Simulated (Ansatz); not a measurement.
# Response to strain in ZrC

Start from ZrC in the rock salt structure (space group Fm-3m, No. 225; relaxed with 0.1 eV smearing).

```
CELL_PARAMETERS angstrom
      0.00000     2.33454     2.33454
      2.33454     0.00000     2.33454
      2.33454     2.33454     0.00000
ATOMIC_POSITIONS crystal
  Zr 0.00000 0.00000 0.00000
  C  0.50000 0.50000 0.50000
```

Cartesian axes are those of the cell as printed.

Strains are applied to the cell and any free atomic positions relax; under biaxial strain the out-of-plane vector relaxes too.

Method: DFT with PBEsol, PAW potentials and a 420 eV plane-wave cutoff in Ansatz (a quantum-chemistry and plane-wave program), no SOC.

```json
[
 {"biaxial strain, plane normal [001], relaxed out of plane (%)": "-3", "out-of-plane strain (%)": "1.33"},
 {"biaxial strain, plane normal [001], relaxed out of plane (%)": "-2.5", "out-of-plane strain (%)": "?"},
 {"biaxial strain, plane normal [001], relaxed out of plane (%)": "-2", "out-of-plane strain (%)": "0.88"},
 {"biaxial strain, plane normal [001], relaxed out of plane (%)": "-1.5", "out-of-plane strain (%)": "0.65"},
 {"biaxial strain, plane normal [001], relaxed out of plane (%)": "-1", "out-of-plane strain (%)": "0.43"},
 {"biaxial strain, plane normal [001], relaxed out of plane (%)": "-0.5", "out-of-plane strain (%)": "0.21"},
 {"biaxial strain, plane normal [001], relaxed out of plane (%)": "0", "out-of-plane strain (%)": "0.00"}
]
```

**Question.** Fit ε⊥ = −νε + γε² (strains in %) to the rows shown and predict the withheld row.

**Answer.** Least squares on the printed values gives ν = 0.42 (the biaxial Poisson response) and γ = 0.006 (largest residual 0.01 %); this predicts 1.10 %, and the run gives 1.11 %, in agreement.

Stability against distortions was not tested. All final runs are without spin polarisation.
